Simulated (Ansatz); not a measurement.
We consider GaP (R-3m, No. 166, 4 atoms in the cell; start mp-1018275; a measured phase of this formula has another space group), described by r²SCAN+rVV10 (Ansatz, a program for electronic structure, plane waves, PAW).

Settings: plane-wave cutoff 560 eV, 10×10×10 k mesh, Fermi–Dirac smearing 0.01 eV, scalar-relativistic PAW data made under PBE.

Cell (relaxed at this level):

GaP has the trigonal space group R-3m, hexagonal axes (No. 166), Pearson symbol hR4. Cell: a = 3.8282 Å, b = 3.8282 Å, c = 19.0705 Å, α = 90.00°, β = 90.00°, γ = 120.00°. Ga on 6c is coordinated by 3 P at 2.369 Å and 1 Ga at 2.447 Å (tetrahedral). P on 6c has 1 P at 2.202 Å and 3 Ga at 2.369 Å (tetrahedral). (Neighbours: up to the widest gap in distance over summed covalent radii, below 1.35, at either atom; cation-cation and far metal-metal contacts left out.)
(The calculation used a cell of 4 atoms; values per cell refer to that cell.)

Problem. Estimate the band gap and smallest direct gap on the k points sampled that the calculation returns.

Solution. 
- band gap = 0.97 eV (indirect)
- smallest direct gap on the k points sampled = 1.58 eV

Spin–orbit coupling is not included.

Computed values are for the static lattice.

A start named mp-… is a Materials Project structure, which need not be a measured phase.
